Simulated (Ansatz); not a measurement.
How far to go with shifted k-point meshes: Mg2Pd (I4mm, 3 atoms in the cell)

```xyz
3
Lattice="-1.6281 1.6281 5.0653 1.6281 -1.6281 5.0653 1.6281 1.6281 -5.0653" Properties=species:S:1:pos:R:3 pbc="T T T"
Mg     0.0000     0.0000     6.6068
Mg     0.0000     0.0000     3.5739
Pd     0.0000     0.0000     0.0000
```

Level of theory: PBEsol, default PAW files made with PBE (plane waves; Ansatz, a first-principles code).

Base settings: basis.ecutwfc = 420 eV; kpoints.mp_grid.grid = 14 14 14; hamiltonian.xc = pbesol; hamiltonian.pseudopotentials = {kind: paw} (the program's default PAW files); scf.occupations.method = fermi_dirac; scf.occupations.width = 0.1 eV.

In this ladder: kpoints.mp_grid.shift = 0.5 0.5 0.5.

Only quantities that move along the ladder and can be compared are tabulated.

The count of work is k-points × plane waves × bands × iterations; it is no time. Core times come from one kind of shared machine, to one figure; runs under 30 s give none.

The starting cell comes from a database of computed structures (which also holds hypothetical and non-ambient phases and stackings), without a prior relaxation at this level. Its lattice was rescaled by up to half a per cent. One atom was moved a little off its site on purpose. Spin polarisation is off. Ansatz's pressure includes its estimate of the finite-basis (Pulay) stress.

| kpoints.mp_grid.grid | free energy less the last step's (meV/atom) | pressure (GPa) | largest difference of a force vector from the last step's (eV/Å) | count of work / last | core time / last (rough) |
|---|---|---|---|---|---|
| 2 2 2 | 199.67 | 1.97 | 0.095 | 0.00077 | – |
| 3 3 3 | 52.67 | -2.14 | 0.122 | 0.0015 | – |
| 4 4 4 | -2.03 | -1.55 | 0.029 | 0.0028 | – |
| 5 5 5 | 15.66 | -1.90 | 0.095 | 0.0040 | – |
| 6 6 6 | -4.92 | -2.12 | 0.052 | 0.0072 | – |
| 7 7 7 | -2.33 | -1.99 | 0.034 | 0.0088 | – |
| 8 8 8 | 0.45 | -2.03 | 0.009 | 0.014 | – |
| 9 9 9 | -1.74 | -2.03 | 0.001 | 0.019 | – |
| 10 10 10 | 0.14 | -1.97 | 0.002 | 0.025 | – |
| 12 12 12 | -0.24 | -2.01 | 0.002 | 0.041 | – |
| 15 15 15 | -0.39 | -2.01 | 0.002 | 0.074 | – |
| 18 18 18 | -0.01 | -2.01 | 0.000 | 0.12 | 0.1 |
| 22 22 22 | 0.02 | -2.01 | 0.000 | 0.21 | 0.2 |
| 28 28 28 | 0.01 | -2.01 | 0.000 | 0.42 | 0.4 |
| 38 38 38 | 0.00 | -2.01 | 0.000 | 1.0 | 1 |

Coarsest kpoints.mp_grid.grid that holds the pressure within 0.1 GPa of the last step, with all finer ones: 7 7 7, at 0.0088 of the last step's count of work; the step before is off by 0.11 GPa.

Coarsest kpoints.mp_grid.grid that holds the free energy within 1 meV/atom of the last step, with all finer ones: 10 10 10, at 0.025 of the last step's count of work; the step before is off by 1.7 meV/atom.

Coarsest kpoints.mp_grid.grid that holds the forces within 0.005 eV/Å of the last step, with all finer ones: 9 9 9, at 0.019 of the last step's count of work; the step before is off by 0.009 eV/Å.

Keys are those of Ansatz 0.2.
